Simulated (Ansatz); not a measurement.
# TiB2: energy against strain

TiB2 (AlB2 type, P6/mmm, 8.371 Å³/atom at rest, c along z) under a strain ε along a direction in the basal plane (axis x), the other axes held. PBEsol in Ansatz, a plane-wave DFT program (PAW, default set), 420 eV, 13×13×10 Γ-centred mesh, Fermi-Dirac smearing 0.05 eV; ions are relaxed within the symmetry of each cell.

Here s stands for strain and y for E less E0.

| strain (%) | E less E0 (meV/atom) |
|---|---|
| -1.50 | 4.07 |
| -1.00 | 1.79 |
| -0.50 | 0.44 |
| 0.00 | 0.00 |
| 0.50 | 0.44 |
| 1.00 | 1.74 |
| 1.50 | 3.87 |
| 3.00 | ? |

Fit y against s with a parabola, and predict the withheld value at s = 3.00.

Least squares gives y = 0.000 - 0.0500·s + 1.7648·s². Residuals (row less fit): 0.024, -0.025, -0.026, 0.000, 0.024, 0.025, -0.026; standard error 0.031 (degrees of freedom: 4). Twice the quadratic coefficient over the volume, 2 × 1.7648 meV × 10⁴ × 0.1602 / 8.371 Å³, is the elastic constant C11 = 676 ± 5 GPa. At the withheld row, y = 0.000 - 0.0500 × 3.0 + 1.7648 × 3.0² = 15.733 meV/atom. The calculation gives 15.02 meV/atom, 0.713 meV/atom below the prediction (4.7 % of the range of y in the table). The row lies outside the fitted rows, so this is an extrapolation. From the scatter of the fitted rows alone, a prediction at this place has a standard error of 0.117 meV/atom, so the miss is 6.1 times that.

One order more, fitted to all 13 runs of the series, follows each within 0.01, so the miss is the next term of a smooth law. In a metal these values are sensitive to mesh and smearing; energies are taken to zero smearing, stresses follow the free energy. Rows are the converged runs of the series near zero and its far end; series whose fitted rows scatter by over a few per cent of the range, as at a crossing or softening among them, aren't shown in this form. Most that stay on the fit to the last digits aren't either.
